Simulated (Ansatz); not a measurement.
AlN: response to strain

Base system: AlN in the wurtzite structure (space group P6_3mc, No. 186).

```xyz
4
Lattice="3.1302 0.0000 0.0000 -1.5651 2.7109 0.0000 0.0000 0.0000 5.0180" Properties=species:S:1:pos:R:3 pbc="T T T"
Al     0.0000     1.8072     0.0012
Al     1.5651     0.9036     2.5102
N      0.0000     1.8072     1.9157
N      1.5651     0.9036     4.4247
```

Cartesian axes are those of the cell as printed.

Strains are applied to the cell and any free atomic positions relax.

Calculations: plane-wave PAW DFT at the PBE level (Ansatz, a program for electronic structure, 420 eV), no spin-orbit coupling.

Notes on the quantities. energy relative to the base: free energy F.

| change | energy relative to the base | electron mass | band gap | width of the top valence band | shortest interatomic distance |
|---|---|---|---|---|---|
| base | 0 meV/atom | – | 4.03 eV | 2.34 eV | 1.902 Å |
| uniaxial strain ε_zz = +0.60 % | +0.4 meV/atom | 0.28 mₑ along z, 0.29 mₑ across (at Γ) | 4.01 eV | 2.30 eV | 1.905 Å |
| uniaxial strain ε_zz = +1.20 % | +1.7 meV/atom | 0.27 mₑ along z, 0.29 mₑ across (at Γ) | 3.99 eV | 2.26 eV | 1.908 Å |
| uniaxial strain ε_zz = +1.80 % | +3.8 meV/atom | 0.27 mₑ along z, 0.29 mₑ across (at Γ) | 3.96 eV | 2.22 eV | 1.911 Å |
| uniaxial strain ε_zz = +3.00 % | +10 meV/atom | 0.25 mₑ along z, 0.29 mₑ across (at Γ) | 3.86 eV | 2.18 eV | 1.916 Å |

Effective masses come from finite differences of ±0.01 Å⁻¹. Stability against distortions was not tested.
